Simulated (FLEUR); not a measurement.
# Equation of state of Cu3Au-type Pt3Ti (space group 221): energy against volume (FLEUR, PBE)

```xyz
4
Lattice="3.8503 0.0000 0.0000 0.0000 3.8503 0.0000 0.0000 0.0000 3.8503" Properties=species:S:1:pos:R:3 pbc="T T T"
Ti     0.0000     0.0000     0.0000
Pt     0.0000     1.9251     1.9251
Pt     1.9251     0.0000     1.9251
Pt     1.9251     1.9251     0.0000
```

Computed with PBE, all-electron FLAPW (FLEUR), scalar-relativistic valence (FLEUR). Settings: Kmax = 4.79 1/bohr; GmaxXC = 16.8 1/bohr; xcFunctional = pbe; jspins = 1; l_soc = F; mode = hist; fermiSmearingEnergy = 0.00183747 Htr; mesh (inpgen div1-3) = 13 13 13; inpgen gamma flag = false; Gmax = 16.8 1/bohr; numbands = 0; maxIterBroyd = 15; imix = Anderson; alpha = 0.05; precondParam = 0; minDistance = 1e-05 me/bohr^3. The cell above is the first row's. The rows scale it uniformly. In all rows fractional positions and the k mesh are held. E is the free energy at the stated smearing, counted from the lowest row.

```csv
V (Å^3/atom),E (meV/atom)
14.270,?
14.580,36.85
14.890,13.66
15.201,1.81
15.511,0.00
15.821,7.06
16.131,21.95
16.441,43.77
16.752,71.69
```

Question: Using the third-order Birch-Murnaghan form, a cubic in V^(-2/3), estimate the missing E at V = 14.270 from the other rows, showing the fit.

Answer: With u = V^(-2/3) - 0.160, the rows have u = 0.007557, 0.005223, 0.002962, 0.000783, -0.001324, -0.003364, -0.005339, -0.007259. Least squares gives E = 1.635 - 2835.48·u + 964989·u² + 3562100·u³. Residuals (row less fit): -0.003, 0.003, 0.015, -0.008, -0.013, -0.008, 0.032, -0.013; standard error 0.021 (degrees of freedom: 4). Its minimum lies at u = 0.001457, so V0 = (0.161457)^(-3/2) = 15.41. There d²E/du² = 1961000 and d³E/du³ = 2.137e7, so B0 = (4/9) × 15.41^(-7/3) × 1961000 × 0.160218 = 236 GPa (the last factor turns the table's units into GPa), and B0' = 4 + (2/3) × 0.161457 × (2.137e7)/1961000 = 5.2. At the withheld row, u = 0.009975, so E = 1.635 - 2835.48 × 0.009975 + 964989 × 0.009975² + 3562100 × 0.009975³ = 72.904 meV/atom. The calculation gives 72.87 meV/atom, 0.034 meV/atom below the prediction (under 0.05 % of the range of E in the table). The row lies outside the fitted rows, so this is an extrapolation. From the scatter of the fitted rows alone, a prediction at this place has a standard error of 0.061 meV/atom, so the miss is 0.6 times that.

Carrying the step between the two nearest rows on in a straight line would have given 60.04, off by 12.83; series whose last step already gives the withheld value aren't shown. The scan was laid around a cell of about the measured size, scaled by a guess for this functional. The runs keep the symmetry of the cell, so they don't test it for distortions. Spin polarisation is off. Values depend on the basis (sphere radii, cutoffs, local orbitals), which need not be converged. Spin-orbit coupling is off. Cutoffs and mesh are single choices, not tested for convergence of this quantity. Series with a scatter that would blur these digits, or in which a gap closes, are not shown. Nor are scans whose minimum lies at an end fitted in this form.
